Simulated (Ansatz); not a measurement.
Mg (Im-3m, No. 229, 1 atoms in the cell; start mp-110; another form than the element's usual one)

All values below come from r²SCAN (Ansatz, a first-principles code, PAW).

Numerical settings: plane-wave cutoff 560 eV, 22×22×22 k mesh, Fermi–Dirac smearing 0.05 eV, scalar-relativistic PAW data made under PBE.

Cell (relaxed at this level):

```yaml
crystal:
  lattice:
    - [-1.77891, 1.77891, 1.77891]
    - [1.77891, -1.77891, 1.77891]
    - [1.77891, 1.77891, -1.77891]
  atoms:
    - { symbol: Mg, position: [0.00000, 0.00000, 0.00000] }
```

| Item | Value |
|---|---|
| band gap | zero (no gap) |
| bulk modulus | 38.8 GPa |

Note: the relaxation could not lower the start's symmetry, so the cell can be a saddle point above a distorted one; the bulk modulus is −V dP/dV from two relaxed cells at ±2 % in volume.

Static lattice: no zero-point or thermal effects.

A start named mp-… is a Materials Project structure, which need not be a measured phase.
